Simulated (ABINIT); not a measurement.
**A short convergence ladder for HgTe (R3m, 2 atoms in the cell)**

```yaml
crystal:
  lattice:
    - [0.00000, 3.21385, 3.21385]
    - [3.21385, 0.00000, 3.21385]
    - [3.21385, 3.21385, 0.00000]
  atoms:
    - { symbol: Hg, position: [0.00449, 0.00449, 0.00449] }
    - { symbol: Te, position: [0.25000, 0.25000, 0.25000] }
```

Base method: PBEsol, norm-conserving pseudopotentials (PseudoDojo nc-sr-04 PBEsol standard) (plane waves; ABINIT 10.0.3).

Base settings: pseudos = [Hg.upf, Te.upf]; ecut = 82 Ry; ixc = -116133; occopt = 3; tsmear = 0.01 eV; ngkpt = 3 3 3; nshiftk = 1; shiftk = 0 0 0; potentials = PseudoDojo nc-sr-04 PBEsol standard; nband = 24.

The count of work is k-points × plane waves × bands × iterations; it is no time. Core times come from one kind of shared machine, to one figure; runs under 30 s give none.

**The k-point mesh**

The second cell is the first with its lattice scaled by 0.98.

Only quantities that move along the ladder and can be compared are tabulated.

```csv
ngkpt,free energy less the last step's (meV/atom),energy of the compressed cell less the first (meV/atom),pressure (GPa),largest difference of a force vector from the last step's (eV/Å),count of work / last,core time / last (rough)
2 2 2,717.99,112.34,7.21,0.008,0.072,0.07
3 3 3,161.88,60.44,3.17,0.007,0.20,0.1
4 4 4,43.27,48.07,2.21,0.004,0.44,0.2
6 6 6,0.00,42.73,1.80,0.000,1.0,1
```

Coarsest ngkpt that holds the free energy within 5 meV/atom: not settled: the last two steps still differ by 43 meV/atom, over half the tolerance, so the ladder does not show it.

Coarsest ngkpt that holds the energy of the compressed cell less the first within 2 meV/atom: not settled: the last two steps still differ by 5.3 meV/atom, over half the tolerance, so the ladder does not show it.

Coarsest ngkpt that holds the pressure within 1 GPa of the last step, with all finer ones: 4 4 4, at 0.44 of the last step's count of work and about 0.2 of the last step's time; the step before is off by 1.4 GPa.

On the base run: the starting cell has typed, rounded lattice constants, without a prior relaxation at this level. Its lattice was rescaled by up to half a per cent. One atom was moved a little off its site on purpose. In the base run, with a pressure of about 3 GPa the cell is away from its equilibrium volume at this level. The run gives no clean gap (levels at the Fermi energy touch, overlap or are partly filled at this smearing), which alone does not show that the compound is a metal. Without a gap this mesh is coarse (it stands for a supercell whose shortest vector is 14 Å).
